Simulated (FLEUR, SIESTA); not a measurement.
A FLEUR input for a self-consistent single point of YPd3 (Pm-3m, 4 atoms in the cell) (DFT, PBEsol, all-electron FLAPW (FLEUR), scalar-relativistic valence with spin-orbit coupling in second variation):

Input of the input generator:

```
scf YPd3
&input film=f /
7.7477259329 0.0000000000 0.0000000000
0.0000000000 7.7477259329 0.0000000000
0.0000000000 0.0000000000 7.7477259329
1.0
1.0 1.0 1.0

4
39 0.0000000000 0.0000000000 0.0000000000
46 0.5000000000 0.5000000000 0.0000000000
46 0.0000000000 0.5000000000 0.5000000000
46 0.5000000000 0.0000000000 0.5000000000

&comp jspins=1 /
&exco xctyp='PBEs' /
&kpt div1=7 div2=7 div3=7 /
&soc 0.0 0.0 /
&end /
```

```xml
<?xml version="1.0" encoding="UTF-8" standalone="no"?>
<fleurInput fleurInputVersion="0.39">
   <comment>
      scf YPd3                                                                                            
   </comment>
   <calculationSetup>
      <cutoffs Kmax="3.9" Gmax="15.6" GmaxXC="15.6" numbands="0"/>
      <scfLoop itmax="100" minDistance="0.00001" maxIterBroyd="15" imix="Anderson" alpha="0.05" precondParam="0.0" spinf="2.0"/>
      <coreElectrons ctail="T" frcor="F" kcrel="0" coretail_lmax="0"/>
      <xcFunctional name="PBEs" relativisticCorrections="F"/>
      <magnetism jspins="1"/>
      <soc l_soc="T" theta="0.0" phi="0.0" spav="F"/>
      <expertModes spex="0" secvar="F"/>
      <geometryOptimization l_f="F" forcealpha="1.0" forcemix="BFGS" epsdisp="0.00001" epsforce="0.00001"/>
      <ldaU l_linMix="F" mixParam="0.05" spinf="1.0"/>
   </calculationSetup>
   <cell>
      <bzIntegration valenceElectrons="59.0" mode="gauss" fermiSmearingEnergy="0.00999582">
         <kPointListSelection listName="default-1"/>
         <!-- k-points included here -->
         <xi:include xmlns:xi="http://www.w3.org/2001/XInclude" href="kpts.xml"> </xi:include>
      </bzIntegration>
      <!-- symmetry operations included here -->
      <xi:include xmlns:xi="http://www.w3.org/2001/XInclude" href="sym.xml"> </xi:include>
      <bulkLattice scale="1.0">
         <bravaisMatrix>
            <row-1>    7.7477259328999999     0.0000000000000000     0.0000000000000000</row-1>
            <row-2>    0.0000000000000000     7.7477259328999999     0.0000000000000000</row-2>
            <row-3>    0.0000000000000000     0.0000000000000000     7.7477259328999999</row-3>
         </bravaisMatrix>
      </bulkLattice>
   </cell>
   <atomSpecies>
      <species name="Yttrium (Y)" element="Y" atomicNumber="39">
         <mtSphere radius="2.56" gridPoints="883" logIncrement="0.014"/>
         <atomicCutoffs lmax="10" lnonsphr="8"/>
         <electronConfig flipSpins="F">
            <coreConfig>(1s1/2) (2s1/2) (2p1/2) (2p3/2) (3s1/2) (3p1/2) (3p3/2) (3d3/2) (3d5/2)</coreConfig>
            <valenceConfig>(4s1/2) (4p1/2) (4p3/2) (5s1/2) (4d3/2) (4d5/2)</valenceConfig>
            <stateOccupation state="(4d3/2)" spinUp="0.2" spinDown="0.2"/>
            <stateOccupation state="(4d5/2)" spinUp="0.3" spinDown="0.3"/>
         </electronConfig>
         <energyParameters s="5" p="5" d="4" f="4"/>
         <lo type="SCLO" l="0" n="4" eDeriv="0"/>
         <lo type="SCLO" l="1" n="4" eDeriv="0"/>
      </species>
      <species name="Palladium (Pd)" element="Pd" atomicNumber="46">
         <mtSphere radius="2.56" gridPoints="883" logIncrement="0.015"/>
         <atomicCutoffs lmax="10" lnonsphr="8"/>
         <electronConfig flipSpins="F">
            <coreConfig>(1s1/2) (2s1/2) (2p1/2) (2p3/2) (3s1/2) (3p1/2) (3p3/2) (4s1/2) (3d3/2) (3d5/2)</coreConfig>
            <valenceConfig>(4p1/2) (4p3/2) (5s1/2) (4d3/2) (4d5/2)</valenceConfig>
            <stateOccupation state="(5s1/2)" spinUp="0.5" spinDown="0.5"/>
            <stateOccupation state="(4d3/2)" spinUp="1.8" spinDown="1.8"/>
            <stateOccupation state="(4d5/2)" spinUp="2.7" spinDown="2.7"/>
         </electronConfig>
         <energyParameters s="5" p="5" d="4" f="4"/>
         <lo type="SCLO" l="1" n="4" eDeriv="0"/>
      </species>
   </atomSpecies>
   <atomGroups>
      <atomGroup species="Yttrium (Y)">
         <relPos label="                   1">.0000000000 .0000000000 .0000000000</relPos>
         <force calculate="T" relaxXYZ="TTT"/>
      </atomGroup>
      <atomGroup species="Palladium (Pd)">
         <relPos label="                   2">1.000/2.000 1.000/2.000 .0000000000</relPos>
         <force calculate="T" relaxXYZ="TTT"/>
      </atomGroup>
      <atomGroup species="Palladium (Pd)">
         <relPos label="                   3">.0000000000 1.000/2.000 1.000/2.000</relPos>
         <relPos label="                   4">1.000/2.000 .0000000000 1.000/2.000</relPos>
         <force calculate="T" relaxXYZ="TTT"/>
      </atomGroup>
   </atomGroups>
   <output dos="F" band="F" slice="F">
      <checks vchk="F" cdinf="F"/>
      <bandDOS minEnergy="-.5*Htr" maxEnergy="0.5*Htr" sigma="0.015" storeEVData="T"/>
      <vacuumDOS vacdos="F" integ="F" star="F" nstars="0" locx1="0.0" locy1="0.0" locx2="0.0" locy2="0.0" nstm="0" tworkf="0.0"/>
      <unfoldingBand unfoldBand="F" supercellX="1" supercellY="1" supercellZ="1"/>
      <plotting iplot="0" polar="F">
         <plot TwoD="T" vec1="  1.0  0.0  0.0" vec2="  0.0  1.0  0.0" vec3="  0.0  0.0  1.0" zero="  0.0  0.0  0.0" file="plot"/>
      </plotting>
      <chargeDensitySlicing numkpt="0" minEigenval="0.0" maxEigenval="0.0" nnne="0" pallst="F"/>
      <specialOutput eonly="F"/>
      <magneticCircularDichroism mcd="F" energyLo="-10.0" energyUp="0.0"/>
   </output>
  <!-- We include the file relax.xml here to enable relaxations (see documentation) -->
  <xi:include xmlns:xi="http://www.w3.org/2001/XInclude" href="relax.xml"> <xi:fallback/> </xi:include>
</fleurInput>
```

**Question.** Give the SIESTA input for the same structure, mesh, smearing and functional.

**Answer.** This is the input that was run; spellings and numerical settings could be chosen otherwise.

```
# files in the folder: Y.psml Pd.psml (PseudoDojo PBEsol fully relativistic)
SystemName  YPd3
SystemLabel ypd3

NumberOfAtoms                4
NumberOfSpecies              2
%block ChemicalSpeciesLabel
  1 39 Y
  2 46 Pd
%endblock ChemicalSpeciesLabel
LatticeConstant              1.0 Bohr
%block LatticeVectors
     7.747725933    0.000000000    0.000000000
     0.000000000    7.747725933    0.000000000
     0.000000000    0.000000000    7.747725933
%endblock LatticeVectors
AtomicCoordinatesFormat      Ang
%block AtomicCoordinatesAndAtomicSpecies
     0.000000000    0.000000000    0.000000000  1
     2.049960000    2.049960000    0.000000000  2
     0.000000000    2.049960000    2.049960000  2
     2.049960000    0.000000000    2.049960000  2
%endblock AtomicCoordinatesAndAtomicSpecies

XC.functional                GGA
XC.authors                   PBEsol
PAO.BasisSize                DZP
PAO.EnergyShift              0.01 Ry
MeshCutoff                   300 Ry
%block kgrid.MonkhorstPack
    7   0   0  0.0
    0   7   0  0.0
    0   0   7  0.0
%endblock kgrid.MonkhorstPack
OccupationFunction           MP
OccupationMPOrder            0
ElectronicTemperature        0.272 eV
Spin                         spin-orbit
%block DM.InitSpin
  1 0.00 0.00 0.00
  2 0.00 0.00 0.00
  3 0.00 0.00 0.00
  4 0.00 0.00 0.00
%endblock DM.InitSpin

MaxSCFIterations             150
SCF.Mixer.Method             Broyden
SCF.Mixer.Weight             0.25
SCF.Mixer.History            6
SCF.DM.Tolerance             1.0E-05
Diag.ParallelOverK           true
WriteForces                  true
Charge.Mulliken              end
```

Basis, cutoffs, solver keys and any potentials are the target program's own. This input uses DFT, GGA PBEsol with spin-orbit coupling, numerical atomic orbitals DZP, PseudoDojo PBEsol fully relativistic norm-conserving potentials (rewritten from UPF to PSML).

The starting cell comes from a database of computed structures (which also holds hypothetical and non-ambient phases and stackings), without a prior relaxation at this level.
